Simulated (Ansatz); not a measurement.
Defect migration in 3C silicon carbide: C vacancy, charge state +2. The step: a nearby C atom hops onto the vacant site; the atom moves 3.07 Å along (0.00, -0.50, -0.50) of the unit cell; the moving atom starts with neighbours Si at 1.86, 2 Si at 1.90, Si at 1.93 Å and ends with Si at 1.86, 2 Si at 1.90, Si at 1.93 Å. DFT values are from Ansatz (plane-wave PAW, 420 eV unless said) in a cell of 216 host sites, spin-restricted, static, with no finite-size correction. The charge state is imposed; whether it is stable for some Fermi level was not computed. Forms of the defect that were not tried may lie lower. For the PBE band: the saddle point's order was not checked, and it lies on a symmetry element of the cell, where a band can be held.

| Level | Forward barrier (eV) | Cost of the band or of the saddle's single point |
|---|---|---|
| CHGNet universal potential (has no charge state), its own band | 2.78 | - |
| PBE, one k-point at (0.250, 0.250, 0.250), band relaxed | 5.04 | about 90 core-minutes (a rough figure) |
| PBE, a 2×2×2 k-point mesh shifted by half a step, same geometries | 5.09 | around 11 core-minutes (rough) |
| r2SCAN at 500 eV, one k-point at (0.250, 0.250, 0.250), same geometries | 5.47 | around 5 core-minutes (rough) |
| PBE, Γ point alone, same geometries | 5.10 | roughly 90 core-seconds |
| HSE06, Γ point alone, same geometries | ___ | around 24 core-minutes (rough) |

Some entries are withheld; supply them.


- HSE06, Γ point alone, same geometries, Forward barrier (eV): 5.45

Ansatz is a program for electronic structure.
